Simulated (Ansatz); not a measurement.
Consider WC (space group P-6m2, No. 187; a = 2.9127 Å, c = 2.8354 Å; relaxed with 0.1 eV smearing). Axes: x lies along a and z along c of the hexagonal cell.

All numbers come from r2SCAN (Ansatz, a quantum-chemistry and plane-wave program, PAW, without spin-orbit coupling).

For the base:

Pressure: 0.0 GPa
Volume per atom: 10.42 Å³

One thing is altered: tensile biaxial strain of 2.50 % in the plane normal to [001], as in epitaxy on a mismatched substrate; the out-of-plane cell vector and the atoms relax.

Task: Estimate the effect on the pressure and volume per atom.

Result: The pressure (mean of the normal stresses, compression positive) goes from zero to -13.7 GPa; the volume per atom goes up by 0.437 Å³, from 10.42 Å³ to 10.85 Å³.

No phonon test of stability was made. The final runs are not spin-polarised.
